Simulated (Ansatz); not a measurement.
Co on the Al site in metastable zinc-blende AlN, relaxed from two starting moments at each charge below.

Computed with PBE, PAW (plane waves to 420 eV; Ansatz, a quantum-chemistry and plane-wave program). Set-up: 64-site cell; 2×2×2 shifted k-points; start: the Al site; host gap 3.31 eV; charged states image-corrected; no Hubbard U; finite-size errors of tenths of an eV; flagged in the runs: a doubtful potential alignment.

At charge +1 the runs end with 1.0 and 5.0 μB. The state with 1.0 μB lies 0.079 eV below the one with 5.0 μB.
